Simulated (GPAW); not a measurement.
Input and output of a relaxation of cell and atoms for GaAg (Pm-3m, 2 atoms in the cell) (GPAW).

Method of the run: PBEsol, GPAW PAW datasets PBEsol (made by gpaw-setup) (plane waves; GPAW).

```
GaAg
1.0
    3.31723     0.00000     0.00000
    0.00000     3.31723     0.00000
    0.00000     0.00000     3.31723
Ga Ag
1 1
Cartesian
  1.65861   1.65861   1.65861
  0.00000   0.00000   0.00000
```

Reference input (self-consistent single point, DFT PBEsol, plane waves, GPAW PAW datasets PBEsol (made by gpaw-setup)): mode = pw; ecut = 600 eV; xc = PBEsol; kpts = 13 13 13; mesh shift (steps) = 0 0 0; occupations.name = methfessel-paxton; occupations.width = 0.272 eV; occupations.order = 0; nbands = -10; convergence.density = 1e-05 e/electron; convergence.energy = 1e-05 eV/electron; symmetry.symmorphic = false. This run's input differs from it in these lines:

```diff
@@ -1,2 +1,4 @@
 from ase import Atoms
+from ase.filters import FrechetCellFilter
+from ase.optimize import BFGS
 from ase.units import GPa
@@ -24,2 +26,10 @@
 
+target = FrechetCellFilter(atoms)
+
+opt = BFGS(target, logfile='-')
+converged = opt.run(fmax=0.02, steps=40)
+print('Relaxation converged:', converged)
+print('Cell:', atoms.cell.cellpar().round(4))
+print(atoms.get_scaled_positions().round(5))
+
 energy = atoms.get_potential_energy()
```

Log, with long lists cut:

```
     iter     time        total  log10-change:
                         energy   eigst   dens
iter:   1 --:--:--    -7.213879
iter:   2 --:--:--    -7.045352   -2.49  -1.32
iter:   3 --:--:--    -6.723890   -2.19  -1.36
iter:   4 --:--:--    -6.742460   -3.68  -1.74
iter:   5 --:--:--    -6.681901   -3.19  -1.88
iter:   6 --:--:--    -6.685636   -3.72  -2.72
iter:   7 --:--:--    -6.680654   -3.88  -2.45
iter:   8 --:--:--    -6.680328   -6.03  -2.98
iter:   9 --:--:--    -6.680184   -5.55  -3.24
iter:  10 --:--:--    -6.680195c  -5.48  -3.52
iter:  11 --:--:--    -6.680196c  -6.44  -3.77
iter:  12 --:--:--    -6.680191c  -6.58  -3.99
iter:  13 --:--:--    -6.680192c  -8.57c -4.65
iter:  14 --:--:--    -6.680192c  -9.81c -4.96
iter:  15 --:--:--    -6.680192c  -9.72c -4.96
iter:  16 --:--:--    -6.680192c  -9.92c -4.96
iter:  17 --:--:--    -6.680192c  -8.86c -5.00c
Converged after 17 iterations.

Dipole moment: (0.000000, 0.000000, -0.000000) |e|*Ang

Energy contributions relative to reference atoms: (reference = -197373.402971)

Kinetic:         +0.210273
Potential:       -0.652803
External:        +0.000000
XC:              -6.415356
Entropy (-ST):   -0.028839
Local:           +0.192115
SIC:             +0.000000
--------------------------
Free energy:     -6.694611
Extrapolated:    -6.680192

Showing only first 2 kpts
 Kpt  Band  Eigenvalues  Occupancy
  0     8      2.67794    2.00000
  0     9     10.38851    0.00000
  0    10     10.38851    0.00000
  0    11     10.38851    0.00000

  1     8      2.67947    2.00000
  1     9      9.56950    0.00000
  1    10     10.52040    0.00000
  1    11     10.52040    0.00000

Fermi level: 7.08220

No gap
   [... lines left out ...]
Atomic positions and initial magnetic moments
Free energy:     -6.710500
Fermi level: 7.25831
No gap
Atomic positions and initial magnetic moments
Free energy:     -6.746454
Fermi level: 8.33091
No gap
Atomic positions and initial magnetic moments
Free energy:     -6.747596
   [... lines left out ...]
     0.000000     0.000733     0.000000
     0.000000     0.000000     0.000733

Forces in eV/Ang:
  0 Ga    0.00000    0.00000   -0.00000
  1 Ag   -0.00000   -0.00000    0.00000

BFGS:    3 --:--:--       -6.747596        0.012374
Relaxation converged: True
Cell: [ 3.2315  3.2315  3.2315 90.     90.     90.    ]
[[0.5 0.5 0.5]
 [0.  0.  0. ]]
Energy (eV): -6.733494
Stress (GPa, Voigt): [0.1175 0.1175 0.1175 0.     0.     0.    ]
```

The run converged. GPAW prints stress with tension positive. 

Summary of the result:
```
Property                                                                                  Result
-------------------------------------------------------  ---------------------------------------
Free energy E − TS (from the program's reference atoms)                               -6.7476 eV
Fermi level (on the code's own zero)                                                     8.15 eV
Pressure                                                                               -0.12 GPa
Final cell                                               a = b = c = 3.231 Å, α = β = γ = 90.00°
Final volume per atom                                                                   16.87 Å³
Relaxation steps                                                                               3
```

The starting cell comes from a database of computed structures (which also holds hypothetical and non-ambient phases and stackings), without a prior relaxation at this level. The relaxation keeps the symmetry of its start, so its end need not be a minimum.

Cost on one core of a shared machine: roughly 3 min.
